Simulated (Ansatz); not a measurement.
## Ga vacancy (V_Ga) in metastable zinc-blende GaN

The numbers are results of PBE, PAW (plane waves to 420 eV; Ansatz, a program for electronic structure), not measurements. A 2×2×2 supercell of 64 sites was used; the energies come from a 2×2×2 shifted sampling of its zone. Site at the start: the Ga site. Finite-size correction: monopole term and site-potential alignment. Dielectric constants: PBE linear response of the host. Host gap at this level: 1.54 eV. Finite-size and sampling errors can reach tenths of an eV here. The semilocal functional narrows the gap, so deep levels can fall outside it. Spin–orbit coupling is left out. Each state is the lowest found from its start.

Formation energies E_f are given with the Fermi level at the valence-band maximum. Chemical conditions: Ga-rich (Δμ(Ga) = 0.00 eV; only phases computed here count, gases as isolated molecules at 0 K); N-rich (Δμ(Ga) = -0.87 eV; only phases computed here count, gases as isolated molecules at 0 K). Reference phases: Ga: alpha gallium.

```tsv
charge	moment (μB)	largest move off a lattice site (Å)	image correction with alignment (eV)	E_f, Ga-rich (eV)	E_f, N-rich (eV)	above the lowest spin state (eV)
+1*	4.0	0.28	–	–	–	0.00
+1*	not spin-polarised	0.22	–	–	–	0.14
0	3.0	0.20	0.00	6.97	6.09	0.00
0	3.0	0.20	0.00	6.97	6.09	0.00
−1†	2.0	0.18	0.57	–	–	0.00
−1†	not spin-polarised	0.18	0.59	–	–	0.35
−2†	1.0	0.16	1.47	–	–	0.00
−2†	1.0	0.16	1.47	–	–	0.00
−3†	not spin-polarised	0.14	2.69	–	–	0.00
```

* At this level the carrier isn't localised at the defect: at charge +1 holes occupy the valence band. Such a state is shallow or no state of the defect, and this cell gives it no level.

† Not settled in this cell, so no level is given: charge −1: a level filled in part; charge −2: a level filled in part; charge −3: level within 0.1 eV of a band edge or past it.

Starting moments that weren't kept: charge +1 began with 2 μB and ended with 4.0; charge 0 began with 1 μB and ended with 3.0; charge −2 began with 3 μB and ended with 1.0.

All states together cost around 4 core-hours (rough).
